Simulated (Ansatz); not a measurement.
The decay constant κ of evanescent states in the gap governs leakage through a thin film.

Input:

```
ZnS
1.0
    3.80580     0.00000     0.00000
   -1.90290     3.29592     0.00000
    0.00000     0.00000     6.23798
Zn S
2 2
Direct
  0.33333   0.66667   0.00014
  0.66667   0.33333   0.50014
  0.33333   0.66667   0.37486
  0.66667   0.33333   0.87486
```

The cell is taken as given; by LDA it stands under a pressure of -3.9 GPa.

Transport runs along the normal of the first two printed cell vectors, the (001) plane of the conventional cell.

No gap correction and no spin-orbit coupling; mid-gap is the computed energy nearest the middle.

### Question
Estimate the band gap and the smallest decay constant κ at mid-gap that LDA (Ansatz, a first-principles code) returns for this system.

### Answer
Gap 1.97 eV on a 12×12×6 mesh; κ = 0.136 1/Å, at the zone centre.
